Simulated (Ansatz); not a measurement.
For CsCl-type AuZn (cubic form, which distorts at low temperature), RPBE (Ansatz, a first-principles code, PAW) gives:

lattice constant a: 3.221 Å
bulk modulus: 102 GPa
cohesive energy: 1.81 eV/atom
formation enthalpy: -0.210 eV/atom

### Question
What does r²SCAN-D4 (PAW; Ansatz) give for the same quantities?

### Answer

- lattice constant a: 3.136 Å (drops by 2.6 %)
- bulk modulus: 142 GPa (increases by 39 %)
- cohesive energy: 2.85 eV/atom (grows by 1.04 eV/atom)
- formation enthalpy: -0.228 eV/atom (moves by -0.018 eV/atom)

For comparison: bulk modulus 131 GPa (measured, temperature not stated, not corrected to a static lattice; as tabulated in Nepal et al. (2020), arXiv:2007.11150); formation enthalpy -0.235 ± 0.04 eV/atom (measured, temperature not stated, not corrected to a static lattice; as tabulated in Nepal et al. (2020), arXiv:2007.11150).

Changes are worked out from the printed values.

Unless a cell is named, each level is at its own relaxed cell (RPBE 16.71, r²SCAN-D4 15.42 Å³/atom).

Levels without +SOC leave out spin–orbit coupling, which shifts energies and cells of such heavy elements.

Caveats: symmetry holds this phase in the static calculation, where it need not be a minimum (RPBE, r²SCAN-D4). Ansatz's density-functional and Hartree–Fock values are scalar-relativistic unless marked +SOC, with PAW data made under PBE.
